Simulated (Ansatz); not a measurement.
```yaml
crystal:
  lattice:
    - [18.00000, 0.00000, 0.00000]
    - [0.00000, 18.00000, 0.00000]
    - [0.00000, 0.00000, 5.36076]
  atoms:
    - { symbol: Al, position: [0.69410, 0.50000, 0.66818] }
    - { symbol: N, position: [0.68092, 0.58712, 0.83182] }
    - { symbol: N, position: [0.70080, 0.50000, 0.33182] }
    - { symbol: Al, position: [0.62102, 0.65175, 0.66818] }
    - { symbol: N, position: [0.54468, 0.69576, 0.83182] }
    - { symbol: Al, position: [0.67488, 0.58422, 0.16818] }
    - { symbol: N, position: [0.62520, 0.65699, 0.33182] }
    - { symbol: Al, position: [0.45681, 0.68923, 0.66818] }
    - { symbol: N, position: [0.37480, 0.65699, 0.83182] }
    - { symbol: Al, position: [0.54319, 0.68923, 0.16818] }
    - { symbol: N, position: [0.45532, 0.69576, 0.33182] }
    - { symbol: Al, position: [0.32512, 0.58422, 0.66818] }
    - { symbol: N, position: [0.29920, 0.50000, 0.83182] }
    - { symbol: Al, position: [0.37898, 0.65175, 0.16818] }
    - { symbol: N, position: [0.31908, 0.58712, 0.33182] }
    - { symbol: Al, position: [0.32512, 0.41578, 0.66818] }
    - { symbol: N, position: [0.37480, 0.34301, 0.83182] }
    - { symbol: Al, position: [0.30590, 0.50000, 0.16818] }
    - { symbol: N, position: [0.31908, 0.41288, 0.33182] }
    - { symbol: Al, position: [0.45681, 0.31077, 0.66818] }
    - { symbol: N, position: [0.54468, 0.30424, 0.83182] }
    - { symbol: Al, position: [0.37898, 0.34825, 0.16818] }
    - { symbol: N, position: [0.45532, 0.30424, 0.33182] }
    - { symbol: Al, position: [0.62102, 0.34825, 0.66818] }
    - { symbol: N, position: [0.68092, 0.41288, 0.83182] }
    - { symbol: Al, position: [0.54319, 0.31077, 0.16818] }
    - { symbol: N, position: [0.62520, 0.34301, 0.33182] }
    - { symbol: Al, position: [0.67488, 0.41578, 0.16818] }
```

Calculation: PBE (plane waves to 420 eV, PAW; Ansatz, a first-principles code). Mesh 1×1×6. No spin polarisation. One-dimensional cell, images about 11 Å apart. A hypothetical model, rolled from the flat sheet. It keeps the symmetry and period of its start, so it need not be a minimum against all distortions.

Q: Tabulate the two highest filled and two lowest empty levels along the axis, from the valence top.

A: 
```json
[
 {"k (2π/c)": "0.000", "v2 (eV)": "0.00", "v1 (eV)": "0.00", "c1 (eV)": "2.57", "c2 (eV)": "3.48"},
 {"k (2π/c)": "0.042", "v2 (eV)": "0.00", "v1 (eV)": "0.00", "c1 (eV)": "2.59", "c2 (eV)": "3.49"},
 {"k (2π/c)": "0.083", "v2 (eV)": "-0.01", "v1 (eV)": "-0.01", "c1 (eV)": "2.64", "c2 (eV)": "3.53"},
 {"k (2π/c)": "0.125", "v2 (eV)": "-0.01", "v1 (eV)": "-0.01", "c1 (eV)": "2.73", "c2 (eV)": "3.59"},
 {"k (2π/c)": "0.167", "v2 (eV)": "-0.03", "v1 (eV)": "-0.03", "c1 (eV)": "2.84", "c2 (eV)": "3.68"},
 {"k (2π/c)": "0.208", "v2 (eV)": "-0.04", "v1 (eV)": "-0.04", "c1 (eV)": "2.96", "c2 (eV)": "3.79"},
 {"k (2π/c)": "0.250", "v2 (eV)": "-0.06", "v1 (eV)": "-0.06", "c1 (eV)": "3.11", "c2 (eV)": "3.92"},
 {"k (2π/c)": "0.292", "v2 (eV)": "-0.08", "v1 (eV)": "-0.08", "c1 (eV)": "3.26", "c2 (eV)": "4.06"},
 {"k (2π/c)": "0.333", "v2 (eV)": "-0.11", "v1 (eV)": "-0.11", "c1 (eV)": "3.43", "c2 (eV)": "4.22"},
 {"k (2π/c)": "0.375", "v2 (eV)": "-0.13", "v1 (eV)": "-0.13", "c1 (eV)": "3.60", "c2 (eV)": "4.39"},
 {"k (2π/c)": "0.417", "v2 (eV)": "-0.16", "v1 (eV)": "-0.16", "c1 (eV)": "3.78", "c2 (eV)": "4.51"},
 {"k (2π/c)": "0.458", "v2 (eV)": "-0.19", "v1 (eV)": "-0.19", "c1 (eV)": "3.96", "c2 (eV)": "4.33"},
 {"k (2π/c)": "0.500", "v2 (eV)": "-0.22", "v1 (eV)": "-0.22", "c1 (eV)": "4.15", "c2 (eV)": "4.15"}
]
```
